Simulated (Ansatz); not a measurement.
**BP: isotropic strain −0.50 %**

Take BP in the zinc blende structure (space group F-43m, No. 216; a = 4.548 Å) as the base.

Now apply this change: an isotropic linear strain of −0.50 %, atoms relaxed at fixed cell.

All numbers come from Ansatz (a first-principles code) PBE, no spin-orbit coupling. Settings: 12×12×12 k-points, 0.05 eV Fermi–Dirac smearing.

```json
[
 {"quantity": "volume per atom", "base": "11.76 Å³", "changed": "11.59 Å³", "shift": "-0.176 Å³"},
 {"quantity": "space group", "base": "F-43m (No. 216)", "changed": "F-43m (No. 216)", "shift": "–"},
 {"quantity": "shortest interatomic distance", "base": "196.9 pm", "changed": "196.0 pm", "shift": "-0.98 pm"},
 {"quantity": "energy relative to the base (free energy F)", "base": "0 meV/atom", "changed": "+1.4 meV/atom", "shift": "+1.4 meV/atom"},
 {"quantity": "band gap", "base": "1.25 eV", "changed": "1.23 eV", "shift": "-0.02 eV"},
 {"quantity": "gap character", "base": "indirect, Γ → Γ–X (83 % along)", "changed": "indirect, Γ → Γ–X (83 % along)", "shift": "–"},
 {"quantity": "smallest direct gap", "base": "3.39 eV", "changed": "3.42 eV", "shift": "+0.022 eV"},
 {"quantity": "mean gap deformation potential ΔEg/Δln V", "base": "–", "changed": "+1.4 eV", "shift": "–"},
 {"quantity": "width of the top valence band", "base": "5.43 eV", "changed": "5.51 eV", "shift": "+0.087 eV"},
 {"quantity": "electron mass", "base": "1.3 mₑ along k, 0.23 mₑ across (off the special points)", "changed": "1.3 mₑ along k, 0.23 mₑ across (off the special points)", "shift": "–"},
 {"quantity": "hole mass (degenerate bands, along [100])", "base": "0.26, 0.26, 0.33 mₑ (at Γ)", "changed": "0.26, 0.26, 0.34 mₑ (at Γ)", "shift": "–"}
]
```

Cost of the whole job for the changed cell (relaxation, final SCF and bands): roughly 5 core-seconds.

Masses are band curvatures over ±0.01 Å⁻¹ around the edge. Along k means along the line from Γ to the band edge. No phonon test of stability was made.
